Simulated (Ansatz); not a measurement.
Fermi-surface figures of metals: Mo (Im-3m) under several functionals (Ansatz, a first-principles code, without spin-orbit coupling). The PBE cell:

Space group Im-3m (No. 229); a = 3.1600 Å, b = 3.1600 Å, c = 3.1600 Å, α = 90.00°, β = 90.00°, γ = 90.00°

| atom | site | symmetry | x | y | z |
|---|---|---|---|---|---|
| Mo | 2a | m-3m | 0.0000 | 0.0000 | 0.0000 |
(The calculation used a cell of 1 atom; values per cell refer to that cell.)

| Functional | cell relaxed with | volume (Å³/atom) | density of states at the Fermi level per atom | Drude plasma energy | root-mean-square Fermi velocity | resistivity times mean free path |
|---|---|---|---|---|---|---|
| PBE | PBE | 15.78 | 0.60 states/eV | 8.5 eV | 8.6 ×10⁵ m/s | 6.2 ×10⁻¹⁶ Ω·m² |
| PBEsol | PBEsol | 15.32 | 0.58 states/eV | 8.8 eV | 8.9 ×10⁵ m/s | 6.0 ×10⁻¹⁶ Ω·m² |
| r2SCAN | PBEsol | 15.32 | (withheld) | (withheld) | (withheld) | (withheld) |

Question: Given the cheaper levels, estimate the r2SCAN row.

Answer: 
- r2SCAN, density of states at the Fermi level per atom: 0.54 states/eV
- r2SCAN, Drude plasma energy: 8.9 eV
- r2SCAN, root-mean-square Fermi velocity: 9.3 ×10⁵ m/s
- r2SCAN, resistivity times mean free path: 6.1 ×10⁻¹⁶ Ω·m²

For the density of states at the Fermi level per atom, PBE gives 0.60 states/eV and r2SCAN 0.54 states/eV: PBE lies 11 % above.

Metals at this level; values at 300 K, both spins, means over directions. As a rough test of the mesh, the Fermi surface's area from every second k point differs by up to 4 %. The product of resistivity and mean free path takes one path for all states. Spin-orbit coupling is left out.
